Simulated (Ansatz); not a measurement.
**A computed series for hypothetical I-43d Si3P4: pressure series**

Start from Si3P4 (space group I-43d, No. 220; a = 7.956 Å; a hypothetical phase, not in the database extracts checked).

Cell and atoms are relaxed at each pressure.

Level of theory: Ansatz (an electronic-structure program) PBEsol, no spin-orbit coupling.

Two rows of this table had their results exchanged by mistake.

```tsv
pressure	volume per atom (Å³)	shortest distance (Å)	band gap
pressure −2 GPa	18.61	2.276	zero
pressure −1 GPa	18.29	2.271	zero
pressure 0.3 GPa	17.90	2.263	zero
pressure 0.7 GPa	15.40	2.254	zero
pressure 1.5 GPa	17.56	2.258	zero
pressure 3 GPa	17.16	2.252	zero
pressure 5 GPa	16.60	2.246	zero
pressure 7.5 GPa	17.79	2.261	zero
pressure 10 GPa	14.55	2.264	zero
```

Problem. Which two?

Solution. The rows for pressure 0.7 GPa and pressure 7.5 GPa: the volume has to fall steadily with pressure, so 17.79 Å³ belongs to pressure 0.7 GPa and 15.40 Å³ to pressure 7.5 GPa.

Load acts through the strain it causes; cell and atoms are relaxed under it. Whether these cells are dynamically stable was not tested. Competing high-pressure phases were not computed. All final runs are without spin polarisation.
